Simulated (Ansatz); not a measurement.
The starting structures come from a database of crystals and need not be the phases stable at ambient conditions.

By PBEsol, the system below comes out a metal.

A figure of merit of an interconnect metal is its ballistic conductance per area.

Data:

```
AlPt
1.0
    4.87893     0.00000     0.00000
    0.00000     6.89985     0.00000
    0.00000     3.44992     3.44992
Al Pt
4 4
Direct
  0.15597   0.15597   0.68806
  0.65597   0.34403   0.81194
  0.84403   0.65597   0.00000
  0.34403   0.84403   0.50000
  0.84494   0.84494   0.31012
  0.34494   0.65506   0.18988
  0.15506   0.34494   0.00000
  0.65506   0.15506   0.50000
```

The cell is taken as given; by PBEsol it stands under a pressure of -1.3 GPa.

The current flows along the normal of the first two printed cell vectors, the (110) plane of the conventional cell. No spin-orbit coupling; the value is a mean over 0.1 eV about the Fermi level.

### Question
State the ballistic conductance per area according to Ansatz (a program for electronic structure) with PBEsol.

### Answer
0.18 × 10¹⁵ S/m² for both spins.
